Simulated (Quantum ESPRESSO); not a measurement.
A self-consistent single point of HfCo2 (Fd-3m, 6 atoms in the cell) with Quantum ESPRESSO.

Computed with PBEsol-D3(BJ), PSlibrary PAW (PBE) pseudopotentials (plane waves; Quantum ESPRESSO).

```
HfCo2
1.0
    0.00000     3.47818     3.47818
    3.47818     0.00000     3.47818
    3.47818     3.47818     0.00000
Hf Co
2 4
Direct
  0.50000   0.50000   0.50000
  0.75000   0.75000   0.75000
  0.12500   0.12500   0.12500
  0.62500   0.12500   0.12500
  0.12500   0.12500   0.62500
  0.12500   0.62500   0.12500
```
Moments meant for the start (each program seeds them in its own way; μB, in the order of the atoms Hf Hf Co Co Co Co): 1.0 1.0 3.0 3.0 3.0 3.0.

Reference input (self-consistent single point, DFT, PBEsol, plane waves, PSlibrary PAW (PBE) pseudopotentials): ecutwfc = 55 Ry; ecutrho = 330 Ry; occupations = smearing; smearing = marzari-vanderbilt; degauss = 0.0073499 Ry; nspin = 2; input_dft = pbesol; potentials = {Hf: Hf.pbe-spn-kjpaw_psl.1.0.0.UPF, Co: Co.pbe-n-kjpaw_psl.1.0.0.UPF}; K_POINTS = automatic 5 5 5 0 0 0; conv_thr = 1e-10 Ry; mixing_beta = 0.4. This run's input differs from it in these lines:

```diff
@@ -21,2 +21,5 @@
    input_dft = 'pbesol'
+   vdw_corr = 'grimme-d3'
+   dftd3_version = 4
+   dftd3_threebody = .false.
 /
```

Log, with long lists cut:

```
     Self-consistent Calculation

     iteration #  1     ecut=    55.00 Ry     beta= 0.40

     total energy              =   -2012.67870209 Ry
     estimated scf accuracy    <       1.30363276 Ry

     total magnetization       =     4.83 Bohr mag/cell
     absolute magnetization    =     4.91 Bohr mag/cell

     iteration #  2     ecut=    55.00 Ry     beta= 0.40

     total energy              =   -2012.42735373 Ry
     estimated scf accuracy    <      10.79718137 Ry

     total magnetization       =     7.48 Bohr mag/cell
     absolute magnetization    =     7.71 Bohr mag/cell

     iteration #  3     ecut=    55.00 Ry     beta= 0.40

   [... lines left out ...]
     estimated scf accuracy    <          2.3E-10 Ry

     total magnetization       =     2.87 Bohr mag/cell
     absolute magnetization    =     3.93 Bohr mag/cell

     iteration # 21     ecut=    55.00 Ry     beta= 0.40

     Magnetic moment per site  (integrated on atomic sphere of radius R)
     atom   1 (R=0.242)  charge=  9.6541  magn= -0.1338
     atom   2 (R=0.242)  charge=  9.6541  magn= -0.1338
     atom   3 (R=0.206)  charge=  7.5631  magn=  0.8476
     atom   4 (R=0.206)  charge=  7.5631  magn=  0.8476
     atom   5 (R=0.206)  charge=  7.5631  magn=  0.8476
     atom   6 (R=0.206)  charge=  7.5631  magn=  0.8476
     End of self-consistent calculation

     the Fermi energy is    14.7765 ev

!    total energy              =   -2013.30058546 Ry
     estimated scf accuracy    <          4.1E-11 Ry
     smearing contrib. (-TS)   =      -0.00043920 Ry
     internal energy E=F+TS    =   -2013.30014626 Ry

     DFT-D3 Dispersion         =      -0.19503007 Ry

     total magnetization       =     2.87 Bohr mag/cell
     absolute magnetization    =     3.93 Bohr mag/cell

     convergence has been achieved in  21 iterations

     Forces acting on atoms (cartesian axes, Ry/au):

     atom    1 type  1   force =     0.00000000    0.00000000    0.00000000
   [... zero for the other atoms too ...]

     Total force =     0.000000     Total SCF correction =     0.000000

          total   stress  (Ry/bohr**3)                   (kbar)     P=     -193.27
  -0.00131383   0.00000000  -0.00000000         -193.27        0.00       -0.00
  -0.00000000  -0.00131383  -0.00000000           -0.00     -193.27       -0.00
  -0.00000000  -0.00000000  -0.00131383           -0.00       -0.00     -193.27

   JOB DONE.
```

The run converged in 21 iterations. Against the reference run the pressure goes from -14.22 to -19.33 GPa and the size of the net moment stays at 0.48 μB/atom.

The starting cell comes from a database of computed structures (which also holds hypothetical and non-ambient phases and stackings), without a prior relaxation at this level. Its lattice was rescaled by a random factor within 2.5 % of one. The magnetic order is the one reached from the typed start; others were not searched systematically. With a pressure of about -19 GPa the cell is away from its equilibrium volume at this level.

Cost on one core of a shared machine: roughly 3 min.
